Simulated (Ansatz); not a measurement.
```
CELL_PARAMETERS angstrom
      3.94989     0.00000     0.00000
      0.00000     3.94989     0.00000
      0.00000     0.00000     3.94989
ATOMIC_POSITIONS crystal
  Ag 0.00000 0.00000 0.00000
  Nb 0.50000 0.50000 0.50000
  O  0.00000 0.50000 0.50000
  O  0.50000 0.50000 0.00000
  O  0.50000 0.00000 0.50000
```

The cell was generated from a structure type, relaxed within its symmetry, and need not be the phase found at ambient conditions. The cell is fixed at its relaxed static size. Melting and transitions to other phases are not modelled. No magnetic order is allowed for.

Question: Estimate each atom's mean-square displacement (sum over three axes) at 1000 K from path-integral sampling on the energy surface fitted in the stochastic self-consistent harmonic approximation in a 2×2×2 supercell, DFT at the PBEsol level (Ansatz, an electronic-structure program).

Answer: Ag1 0.12 Å², Nb2 0.065 Å², O3 0.19 Å², O4 0.19 Å², O5 0.19 Å². Waves longer than the supercell are missing, so the values are low for an infinite crystal. Over all wave vectors of the supercell the softest harmonic mode is 184i cm⁻¹ at q = (0.00, 0.00, 0.00); the softest of the Hessian is 38i cm⁻¹ at q = (0.00, 0.50, 0.50) at 300 K (error 5; the run's verdict: unstable), 25 cm⁻¹ at q = (0.00, 0.50, 0.50) at 1000 K (error 20; the run's verdict: undecided).
